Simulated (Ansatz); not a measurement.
The reference is GaAs in the zinc blende structure (space group F-43m, No. 216; a = 5.666 Å).

The values are results of r2SCAN (Ansatz, a quantum-chemistry and plane-wave program, PAW, no spin-orbit coupling), earlier PAW set, not measurements.

Before the change:

| Quantity | Result |
|---|---|
| Gap character | direct at Γ |
| Volume per atom | 22.73 Å³ |
| Hole mass | 0.051, 0.34, 0.34 mₑ (at Γ) |

The change: cell and atoms relaxed at a pressure of 9 GPa.

How does this affect the gap character, volume per atom and hole mass?

The gap character changes from direct at Γ to indirect, Γ → Γ–X (87 % along); the volume per atom falls by 2.14 Å³ (22.73 Å³ → 20.59 Å³); the hole mass (degenerate bands, along [100]) changes from 0.051, 0.34, 0.34 mₑ (at Γ) to 0.084, 0.30, 0.30 mₑ (at Γ).

Load acts through the strain it causes; cell and atoms are relaxed under it. Effective masses come from finite differences of ±0.01 Å⁻¹. No phonon test of stability was made. Tetrahedral semiconductors of this kind turn to denser phases somewhere between about 1 and 50 GPa; those were not computed, so compressed cells here can lie past the real transition.
